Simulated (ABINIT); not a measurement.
ABINIT run on NaF (Fm-3m, 2 atoms in the cell): dielectric-response calculation.

Level of theory: PBE, norm-conserving pseudopotentials (PseudoDojo nc-sr-05 PBE standard) (plane waves; ABINIT).

Input:

```
# NaF, PseudoDojo nc-sr-05 PBE standard
pp_dirpath "./"
pseudos "Na.upf, F.upf"
acell 6.2053430163 6.2053430163 6.2053430163
rprim
        -0.0000000000    0.7071067812    0.7071067812
         0.7071067812   -0.0000000000    0.7071067812
         0.7071067812    0.7071067812   -0.0000000000
natom 2
ntypat 2
znucl 11 9
typat 1 2
xred
         0.0000000000    0.0000000000    0.0000000000
         0.5000000000    0.5000000000    0.5000000000
ecut 114 Ry
ixc 11
occopt 1
nband 8
kptopt 1
ngkpt 7 7 7
nshiftk 1
shiftk 0 0 0
istwfk *1
nstep 80
tolvrs1 1.0e-16
ndtset 3
prtwf1 1
getwfk2 1
iscf2 -3
kptopt2 2
nqpt2 1
qpt2 0 0 0
rfelfd2 2
tolwfr2 1.0e-20
prtwf2 1
getddk3 2
rfelfd3 3
getwfk3 1
kptopt3 2
nqpt3 1
qpt3 0 0 0
tolvrs3 1.0e-09
chneut 0
```

Output, abridged:

```
--- !BeginCycle
solver: {iscf: 7, nstep: 80, nline: 4, wfoptalg: 0, }
tolerances: {tolvrs: 1.00E-16, }
...

     iter   Etot(hartree)      deltaE(h)  residm     vres2
 ETOT  1  -70.270623364883    -7.027E+01 6.375E-01 1.351E+02
 ETOT  2  -70.481468396168    -2.108E-01 6.191E-05 5.735E+01
 ETOT  3  -70.483456406045    -1.988E-03 2.497E-04 5.652E+00
 ETOT  4  -70.483424689790     3.172E-05 1.393E-06 7.678E-01
 ETOT  5  -70.483493395392    -6.871E-05 9.576E-06 2.350E-02
   [... 4 lines left out ...]
 ETOT 10  -70.483493641717    -2.203E-12 4.254E-14 4.347E-11
 ETOT 11  -70.483493641716     6.821E-13 2.479E-17 1.341E-13
 ETOT 12  -70.483493641720    -3.794E-12 4.374E-19 1.685E-15
 ETOT 13  -70.483493641723    -3.382E-12 6.991E-21 9.935E-19
 At SCF step   13       vres2   =  9.93E-19 < tolvrs=  1.00E-16 =>converged.

 Cartesian components of stress tensor (hartree/bohr^3)
  sigma(1 1)= -5.85076857E-05  sigma(3 2)=  0.00000000E+00
  sigma(2 2)= -5.85076857E-05  sigma(3 1)=  0.00000000E+00
  sigma(3 3)= -5.85076857E-05  sigma(2 1)=  0.00000000E+00

 ----iterations are completed or convergence reached----

 reduced coordinates (array xred) for    2 atoms
       0.000000000000      0.000000000000      0.000000000000
       0.500000000000      0.500000000000      0.500000000000
 cartesian forces (eV/Angstrom) at end:
    1     -0.00000000000000    -0.00000000000000    -0.00000000000000
    2     -0.00000000000000    -0.00000000000000    -0.00000000000000
 frms,max,avg= 0.0000000E+00 0.0000000E+00   0.000E+00  0.000E+00  0.000E+00 e/A
   [... lines left out ...]
 Fermi (or HOMO) energy (hartree) =  -0.05172   Average Vxc (hartree)=  -0.33361
total_energy        : -7.04834936417232E+01
-Cartesian components of stress tensor (GPa)         [Pressure=  1.7214E+00 GPa]
 Unit cell volume ucvol=  1.6895941E+02 bohr^3
  WARNING : still subject to testing - especially symmetries.
 Unit cell volume ucvol=  1.6895941E+02 bohr^3
   [... lines left out ...]
   3    2   2    4        -0.0000000000         0.0000000000

   1    1   3    4        -0.0000000000         0.0000000000
   2    1   3    4         0.0000000000         0.0000000000
   3    1   3    4         1.0149679914         0.0000000000
   1    2   3    4         0.0000000000         0.0000000000
   2    2   3    4        -0.0000000000         0.0000000000
   3    2   3    4        -1.0136985341         0.0000000000

 Calculation completed.
```

The run converged in 13 iterations. 

Summary of the result:
Free energy E − TS: -1917.95 eV
Fermi level (on the code's own zero): -1.41 eV
Pressure: 1.72 GPa
ε∞ at this k-point mesh, which may be far from converged in small-gap cells (xx, yy, zz): 1.87, 1.87, 1.87
Born charges at this mesh (mean of the diagonal, e): Na 1.01, F -1.01

The starting cell has typed, rounded lattice constants, without a prior relaxation at this level. Its lattice was rescaled by up to half a per cent.

Cost on one core of a shared machine: roughly 5 min.
